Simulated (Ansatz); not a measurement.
Start from CuI in the zinc blende structure (space group F-43m, No. 216).

```cif
data_Cu4I4
_chemical_formula_sum 'Cu4 I4'
_space_group_name_H-M_alt 'F-43m'
_space_group_IT_number 216
_space_group_name_Hall 'F -4 2 3'
_cell_length_a 5.86188
_cell_length_b 5.86188
_cell_length_c 5.86188
_cell_angle_alpha 90.000
_cell_angle_beta 90.000
_cell_angle_gamma 90.000
loop_
_atom_site_label
_atom_site_type_symbol
_atom_site_symmetry_multiplicity
_atom_site_Wyckoff_symbol
_atom_site_fract_x
_atom_site_fract_y
_atom_site_fract_z
_atom_site_occupancy
Cu1 Cu 4 a 0.00000 0.00000 0.00000 1
I1 I 4 d 0.75000 0.75000 0.75000 1
```
(The calculation used a cell of 2 atoms; values per cell refer to that cell.)

Computed with LDA, PAW, 420 eV (Ansatz, an electronic-structure program; no spin-orbit coupling).

Base values:

Lattice parameter a: 11.077 bohr
Width of the top valence band: 1.92 eV
Band gap: 1.22 eV

Now apply this change: a hydrostatic pressure of 15 GPa.

Problem. Estimate the effect on the lattice parameter a, width of the top valence band and band gap.

Solution. The lattice parameter a shrinks by 0.613 bohr (11.077 bohr → 10.464 bohr); the width of the top valence band grows by 0.831 eV (1.92 eV → 2.76 eV); the band gap grows by 0.59 eV (1.22 eV → 1.81 eV).

With I present, leaving out spin-orbit coupling can change the band edges. Load acts through the strain it causes; cell and atoms are relaxed under it. No phonon test of stability was made. Tetrahedral semiconductors of this kind turn to denser phases somewhere between about 1 and 50 GPa; those were not computed, so compressed cells here can lie past the real transition. All final runs are without spin polarisation.
